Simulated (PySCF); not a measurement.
PySCF 2.14.0, R2SCAN/def2-svp, df: Sb(Et)(OH)2 (C[CH2][Sb]([OH])[OH]), 12 atoms. The geometry is a generated start, not checked to be a minimum at this level.

task: energy
method: r2scan
basis: def2-svp
two-electron scheme: density fitting
mol.max_memory: 3000 MB
mf.max_cycle: 100
mf.init_guess: minao (default)
mf.conv_tol: 1e-09 (default)
mf.grids.level: 3 (default)
effective core potentials: those of the basis set, past Kr
basis functions: 117
grid points: 147016

```xyz
12

Sb     0.6486     0.7868     1.4188
C      0.1875    -0.8429     0.0152
C     -1.3018    -1.0127    -0.2103
H      0.6202    -1.7546     0.4209
H      0.6993    -0.6179    -0.9219
H     -1.7475    -0.0932    -0.5870
H     -1.8068    -1.2748     0.7173
H     -1.4905    -1.8032    -0.9362
O      2.4116     1.1309     0.6225
H      2.3396     1.4110    -0.2927
O     -0.2799     2.1406     0.3445
H     -0.2801     1.9301    -0.5910
```

With the defaults (mf.DIIS = CDIIS, mf.diis = true, mf.level_shift = 0, mf.damp = 0, mf.diis_start_cycle = 1, newton = off, mf.diis_space = 8) it converges in 16 Fock builds. One run each on 2 threads, 1 BLAS thread, with these changes:
- mf.diis_space = 12
- mf.damp = 0.7, mf.diis_start_cycle = 8
- mf.level_shift = 1 Hartree
- mf.damp = 0.3, mf.diis_start_cycle = 4
- mf.level_shift = 0.3 Hartree
- mf.diis = false
- mf.DIIS = ADIIS
- mf.DIIS = EDIIS
- newton = Hessian by the SCF's own integrals

Question: Which runs fail or end elsewhere than the default run?

Answer: No convergence: mf.DIIS = EDIIS; mf.diis = false (the run ends without SCF convergence in 100 cycles). The rest reach the solution of the defaults.

```
setting                                      Fock builds             end
-------------------------------------------  -----------  --------------
the defaults                                          16   same solution
mf.diis_space = 12                                    16   same solution
mf.level_shift = 0.3 Hartree                          17   same solution
mf.damp = 0.7, mf.diis_start_cycle = 8                17   same solution
mf.damp = 0.3, mf.diis_start_cycle = 4                21   same solution
mf.DIIS = ADIIS                                       29   same solution
mf.level_shift = 1 Hartree                            44   same solution
newton = Hessian by the SCF's own integrals           73   same solution
mf.DIIS = EDIIS                                      101  no convergence
mf.diis = false                                      101  no convergence
```

Under newton the count holds the products with the orbital Hessian.
